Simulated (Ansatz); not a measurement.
The starting structures come from a database of crystals and need not be the phases stable at ambient conditions.

 Where the default PAW files enter, the runs use the earlier of Ansatz's two default sets.

```
CELL_PARAMETERS angstrom
      3.30779     0.00000     0.00000
      0.00000     4.98288     0.00000
      1.65390     0.00000     2.86463
ATOMIC_POSITIONS crystal
  Mg 0.33333 0.99784 0.33333
  Mg 0.66667 0.49784 0.66667
  O  0.33333 0.59756 0.33333
  O  0.66667 0.09756 0.66667
```

Space group of this cell: P6_3mc, wurtzite. The cell is taken as given.

Calculation: r2SCAN (plane waves, PAW; Ansatz, an electronic-structure program).

The current runs along the normal of the first two printed vectors; no spin-orbit coupling. Scaled by the factor s: both lengths across the current (ions clamped). Meshes 10×6×10 and 10×6 across the current in all rows.

```
s     mean pressure (GPa)  slowest mid-gap decay constant κ (1/Å)
----  -------------------  --------------------------------------
0.98                  5.1                                   0.350
1.00                 -0.3                                   0.340
1.02                 -4.8                                       ?
```

### Question
Take the slope of the slowest mid-gap decay constant κ against ln s from the two given rows, extrapolate to s = 1.02, and say what the run there gives.

### Answer
Slope = (0.350 − 0.340) / ln 0.98 = -0.495 1/Å. The line gives 0.340 + (-0.495) × ln 1.02 = 0.330 1/Å. The run gives 0.330 1/Å, as the line does.
